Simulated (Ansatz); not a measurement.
**Response to strain in MoS2**

The reference is MoS₂ in the 3R-MoS2 type structure (space group R3m, No. 160; layered, stacked along the Cartesian z axis).

```yaml
crystal:
  lattice:
    - [1.58770, 0.91666, 6.19534]
    - [-1.58770, 0.91666, 6.19534]
    - [0.00000, -1.83332, 6.19534]
  atoms:
    - { symbol: Mo, position: [0.00000, 0.00000, 0.00000] }
    - { symbol: S, position: [0.75029, 0.75029, 0.75029] }
    - { symbol: S, position: [0.58300, 0.58300, 0.58300] }
```

Cartesian axes are those of the cell as printed.

Strains are applied to the cell and any free atomic positions relax; under biaxial strain the out-of-plane vector relaxes too.

Calculations: r2SCAN+rVV10 (Ansatz, a first-principles code, PAW, spin-orbit coupling left out), earlier PAW set.

Notes on the quantities. energy relative to the base: free energy F.

```tsv
biaxial strain, plane normal [001], relaxed out of plane (%)	energy relative to the base (meV/atom)
-2.91	29.0
-2.36	18.8
-1.04	3.6
-0.99	?
-0.85	2.4
-0.54	1.0
0	0.0
```

Fit ΔE = Aε² + Bε³ (ε in %) to the rows shown and predict the withheld row.

Least squares on the printed values gives A = 3.22 and B = -0.068 meV/atom (largest residual 0.0 meV/atom); this predicts 3.2 meV/atom, and the run gives 3.2 meV/atom, in agreement.

Stability against distortions was not tested.
